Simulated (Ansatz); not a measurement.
## MgSe: carrier doping

The parent structure is MgSe in the rock salt structure (space group Fm-3m, No. 225).

```yaml
crystal:
  lattice:
    - [0.00000, 2.72489, 2.72489]
    - [2.72489, 0.00000, 2.72489]
    - [2.72489, 2.72489, 0.00000]
  atoms:
    - { symbol: Se, position: [0.00000, 0.00000, 0.00000] }
    - { symbol: Mg, position: [0.50000, 0.50000, 0.50000] }
```

Carriers are added at fixed cell with a uniform background; the Fermi–Dirac width is that of 300 K.

Computed with PBEsol (Ansatz, a first-principles code, PAW, no spin-orbit coupling).

Notes on the quantities. Fermi level from band edge: Fermi level relative to the doped band's edge (positive inside the band; to 0.05 eV).

```tsv
change	Fermi level from band edge	gap between the host's bands
undoped	–	1.78 eV
electrons 7.0×10^20 cm⁻³	+0.40 eV	1.78 eV
electrons 3.0×10^21 cm⁻³	+0.95 eV	1.78 eV
electrons 7.0×10^21 cm⁻³	+1.45 eV	1.78 eV
electrons 1.0×10^22 cm⁻³	+1.70 eV	1.78 eV
holes 7.0×10^20 cm⁻³	+0.05 eV	1.80 eV
holes 3.0×10^21 cm⁻³	+0.20 eV	1.88 eV
holes 7.0×10^21 cm⁻³	+0.40 eV	2.03 eV
holes 1.0×10^22 cm⁻³	+0.50 eV	2.14 eV
```

Carriers are added with a uniform compensating background; total energy and stress of such cells depend on the potential's zero and are not compared; many-body gap narrowing is missing at this level. Stability against distortions was not tested.
